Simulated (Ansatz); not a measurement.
# Point defect Ge vacancy + P on the Ge site in germanium

These are PBE, PAW (plane waves to 420 eV; Ansatz, a program for electronic structure) values and carry that method's errors. Cell: 64 sites, 2×2×2 repeats of a cell of 8 atoms; final energies on a 2×2×2 shifted mesh. Sites at the start: the Ge site; Ge 2.49 Å away. A cell of this size leaves errors of a few tenths of an eV. PBE closes or nearly closes this host's gap, so even the neutral cell can hold carriers in host bands. Spin–orbit coupling is left out. Each state is the lowest found from its start.

Formation energies E_f are those of the neutral cell. Chemical conditions: host crystal and elements as references (Δμ(Ge) = 0.00 eV, Δμ(P) = 0.00 eV; P taken from its element, since no compound that bounds it was computed at this level; only phases computed here count, gases as isolated molecules at 0 K). Reference phases: Ge: germanium, P: black phosphorus.

The name describes the start; the neighbours show where the atoms ended.

| charge | moment (μB) | largest move off a lattice site (Å) | neighbours of the last P atom of the defect at the end (Å) | E_f, host crystal and elements as references (eV) | above the lowest spin state (eV) |
|---|---|---|---|---|---|
| 0† | quenched | 0.40 | Ge 2.42, Ge 2.42, Ge 2.42 | 1.81 | 0.00 |
| 0† | quenched | 0.40 | Ge 2.42, Ge 2.42, Ge 2.42 | 1.81 | 0.00 |

† Not settled in this cell, so no level is given: charge 0: a level filled in part.

Starting moments that weren't kept: charge 0 began with 1 μB and ended with 0.0; charge 0 began with 3 μB and ended with 0.0.

All states together cost around 5 core-hours (rough).
